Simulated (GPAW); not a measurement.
A self-consistent single point of Al3GaN4 (P1, 8 atoms in the cell) with GPAW.

Level of theory: LDA (Perdew-Wang 92), GPAW PAW datasets LDA (gpaw-data 1.0.1) (plane waves; GPAW).

The change in words: atoms moved at random. Reference geometry:
```xyz
8
Lattice="4.4014 0.0000 0.0000 0.0000 4.4014 0.0000 0.0000 0.0000 4.4014" Properties=species:S:1:pos:R:3 pbc="T T T"
Al     2.2007     2.2007     0.0000
Al     0.0000     2.2007     2.2007
Al     2.2007     0.0000     2.2007
Ga     0.0000     0.0000     0.0000
N      3.2754     3.2754     1.1261
N      3.2754     1.1261     3.2754
N      1.1261     1.1261     1.1261
N      1.1261     3.2754     3.2754
```

Reference input (self-consistent single point, DFT LDA (Perdew-Wang 92), plane waves, GPAW PAW datasets LDA (gpaw-data 1.0.1)): mode = pw; ecut = 900 eV; xc = LDA; kpts = 6 6 6; mesh shift (steps) = 0 0 0; occupations.name = fermi-dirac; occupations.width = 0.02 eV; nbands = -4; convergence.density = 1e-05 e/electron; convergence.bands = -2; symmetry.symmorphic = false; symmetry.tolerance = 0.0005. This run's input differs from it in these lines:

```diff
@@ -8,10 +8,10 @@
                     [0.000000, 0.000000, 4.401440]],
-              scaled_positions=[[0.500000, 0.500000, 0.000000],
-                                [0.000000, 0.500000, 0.500000],
-                                [0.500000, 0.000000, 0.500000],
-                                [0.000000, 0.000000, 0.000000],
-                                [0.744160, 0.744160, 0.255840],
-                                [0.744160, 0.255840, 0.744160],
-                                [0.255840, 0.255840, 0.255840],
-                                [0.255840, 0.744160, 0.744160]],
+              scaled_positions=[[0.485061, 0.505085, -0.005940],
+                                [-0.013557, 0.498665, 0.508205],
+                                [0.525848, -0.002862, 0.484957],
+                                [0.002534, -0.001742, 0.009146],
+                                [0.739371, 0.741127, 0.268615],
+                                [0.758984, 0.268691, 0.746636],
+                                [0.266399, 0.255590, 0.251592],
+                                [0.235360, 0.735447, 0.736789]],
               pbc=True)
```

Output, abridged:

```
     iter     time        total  log10-change:
                         energy   eigst   dens
iter:   1 --:--:--   -71.161086   +0.12
iter:   2 --:--:--   -68.941000   -0.84  -0.55
iter:   3 --:--:--   -62.650954   -0.14  -0.60
iter:   4 --:--:--   -62.578871   -1.04  -1.02
iter:   5 --:--:--   -62.580152   -1.61  -1.15
iter:   6 --:--:--   -62.484208   -1.77  -1.61
iter:   7 --:--:--   -62.480843   -2.49  -2.15
iter:   8 --:--:--   -62.498944   -2.48  -2.24
iter:   9 --:--:--   -62.477776   -2.49  -1.96
iter:  10 --:--:--   -62.482416   -2.66  -2.63
iter:  11 --:--:--   -62.477633c  -2.94  -2.26
   [... lines left out ...]
iter:  22 --:--:--   -62.477467c  -5.82  -4.66
iter:  23 --:--:--   -62.477467c  -5.97  -4.63
iter:  24 --:--:--   -62.477467c  -6.16  -5.02c
iter:  25 --:--:--   -62.477467c  -6.41  -5.10c
iter:  26 --:--:--   -62.477467c  -6.34  -5.15c
iter:  27 --:--:--   -62.477467c  -6.40  -5.53c
iter:  28 --:--:--   -62.477467c  -6.55  -5.64c
   [... 2 lines left out ...]
iter:  31 --:--:--   -62.477467c  -6.72  -5.92c
iter:  32 --:--:--   -62.477467c  -7.03  -5.96c
iter:  33 --:--:--   -62.477467c  -7.33  -5.99c
iter:  34 --:--:--   -62.477467c  -7.31  -6.42c
iter:  35 --:--:--   -62.477467c  -7.61c -6.52c
Converged after 35 iterations.

Dipole moment: (0.855760, 0.399443, -0.400501) |e|*Ang

Energy contributions relative to reference atoms: (reference = -78426.817799)

Kinetic:        +92.381646
Potential:      -80.549353
External:        +0.000000
XC:             -74.780776
Entropy (-ST):   -0.000000
Local:           +0.471016
SIC:             +0.000000
--------------------------
Free energy:    -62.477467
Extrapolated:   -62.477467

Showing only first 2 kpts
 Kpt  Band  Eigenvalues  Occupancy
  0    14      5.71811    2.00000
  0    15      5.81677    2.00000
  0    16      8.92288    0.00000
  0    17      9.01735    0.00000

  1    14      5.54994    2.00000
  1    15      5.65595    2.00000
  1    16      9.31514    0.00000
  1    17      9.59092    0.00000

Fermi level: 6.25656

Gap: 3.106 eV
Transition (v -> c):
   [... lines left out ...]
  2 Al   -2.48037    1.43533    2.09110
  3 Ga    0.05239    0.08402   -0.47374
  4 N     0.63476   -0.88133   -1.98736
  5 N    -1.93169   -1.61942    0.74119
  6 N    -0.47826   -0.05256    0.78194
  7 N     1.77853    1.22823    0.34646

Stress tensor:
    -0.004711    -0.001981     0.011099
    -0.001981    -0.012627     0.000666
     0.011099     0.000666    -0.005658
Stress (GPa, Voigt): [-0.7548 -2.0231 -0.9065  0.1067  1.7782 -0.3173]
```

The run converged in 35 iterations. GPAW prints stress with tension positive. Against the reference run the free energy rises by 74.7 meV/atom, the largest force goes from 0.246 to 3.548 eV/Å and the gap on the mesh goes from 3.380 to 3.106 eV.

At such cutoffs GPAW's stress carries a finite-basis (Pulay) error, which enters relaxed cells too; its log prints stress with tension positive.

The starting cell comes from a database of computed structures (which also holds hypothetical and non-ambient phases and stackings), without a prior relaxation at this level. For this run, on top of that: atoms moved at random. Forces in this geometry exceed 1 eV/Å.

Cost on one core of a shared machine: roughly 4 min.
